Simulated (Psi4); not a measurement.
Psi4 1.11, HF/def2-svp: Au(Me)(CNMe) (C[N+]#[C-]->[Au][CH3]), 11 atoms. The geometry is a generated start, not checked to be a minimum at this level.

```yaml
task: energy
method: scf
basis: def2-svp
memory: 3 GB
maxiter: 100
keys_of_the_molecule_block: symmetry c1
scf_type: df (default)
e_convergence: 1e-06 (default)
d_convergence: 1e-06 (default)
effective_core_potentials: those of the basis set, past Kr
basis_functions: 118
```

```xyz
11

Au     0.8782     0.2614    -0.9398
C      2.2188     0.6723    -2.4025
H      3.0799     0.0022    -2.4060
H      2.6411     1.6763    -2.3383
H      1.8028     0.6046    -3.4090
C     -2.0886    -0.6309     2.2573
N     -1.1588    -0.3554     1.2589
C     -0.3813    -0.1222     0.4284
H     -2.1980     0.2428     2.9023
H     -1.7441    -1.4810     2.8485
H     -3.0502    -0.8699     1.8001
```

Charge 0 and multiplicity 1 are set for this test and not shown to be the ground state.

With the defaults (damping_percentage = 0, diis = true, scf_initial_accelerator = adiis, soscf = false, soscf_start_convergence = 0.01, guess = auto, which took SAD, diis_max_vecs = 10) it converges in 9 SCF iterations. One run each on 2 threads, with these changes:
- damping_percentage = 60
- soscf = true, soscf_start_convergence = 0.001
- guess = modhuckel
- diis_max_vecs = 3
- soscf = true, soscf_start_convergence = 0.1
- diis_max_vecs = 6
- damping_percentage = 60, diis = false, scf_initial_accelerator = none
- scf_initial_accelerator = none
- guess = core

### Question
Which of these changes keep the SCF from converging, or lead it to another solution?

### Answer
No convergence: damping_percentage = 60; damping_percentage = 60, diis = false, scf_initial_accelerator = none (the run ends without SCF convergence in 100 iterations). The rest reach the solution of the defaults.

```json
[
 {"setting": "soscf = true, soscf_start_convergence = 0.1", "SCF iterations": "6", "JK calls": "22", "end": "same solution"},
 {"setting": "soscf = true, soscf_start_convergence = 0.001", "SCF iterations": "6", "JK calls": "17", "end": "same solution"},
 {"setting": "the defaults", "SCF iterations": "9", "JK calls": "10", "end": "same solution"},
 {"setting": "scf_initial_accelerator = none", "SCF iterations": "9", "JK calls": "10", "end": "same solution"},
 {"setting": "diis_max_vecs = 6", "SCF iterations": "9", "JK calls": "10", "end": "same solution"},
 {"setting": "diis_max_vecs = 3", "SCF iterations": "12", "JK calls": "13", "end": "same solution"},
 {"setting": "guess = modhuckel", "SCF iterations": "12", "JK calls": "38", "end": "same solution"},
 {"setting": "guess = core", "SCF iterations": "15", "JK calls": "15", "end": "same solution"},
 {"setting": "damping_percentage = 60", "SCF iterations": "100", "JK calls": "101", "end": "no convergence"},
 {"setting": "damping_percentage = 60, diis = false, scf_initial_accelerator = none", "SCF iterations": "100", "JK calls": "101", "end": "no convergence"}
]
```

An SOSCF iteration holds several JK calls; a Hückel guess adds calls on atoms.
